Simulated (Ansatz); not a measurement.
# Mg2SnO4 (Imma, No. 74, 14 atoms in the cell; start mp-34022)

Method: LDA (PAW; Ansatz, a quantum-chemistry and plane-wave program).

Run with plane-wave cutoff 520 eV, 8×8×8 k mesh, Fermi–Dirac smearing 0.01 eV, scalar-relativistic PAW data made under PBE.

Cell (relaxed with PBEsol):

```
CELL_PARAMETERS angstrom
     -3.02847     3.11489     4.30890
      3.02847    -3.11489     4.30890
      3.02847     3.11489    -4.30890
ATOMIC_POSITIONS crystal
  Mg 0.11199 0.86199 0.25000
  Mg 0.88801 0.13801 0.75000
  Mg 0.50000 0.00000 0.00000
  Mg 0.50000 0.50000 0.50000
  Sn 0.00000 0.50000 0.50000
  Sn 0.50000 0.50000 0.00000
  O  0.74625 0.26201 0.01576
  O  0.25375 0.73799 0.98424
  O  0.74625 0.73049 0.48424
  O  0.25375 0.26951 0.51576
  O  0.74573 0.26420 0.48153
  O  0.25427 0.73580 0.51847
  O  0.28267 0.26420 0.01847
  O  0.71733 0.73580 0.98153
```

```
Property    Value
--------  -------
band gap  2.64 eV
```

Note: cell and atoms aren't relaxed at this level (pressure -5.0 GPa).

Spin–orbit coupling is not included.

Static lattice: no zero-point or thermal effects.

The result took around 70 core-seconds (rough).

A start named mp-… is a Materials Project structure, which need not be a measured phase.
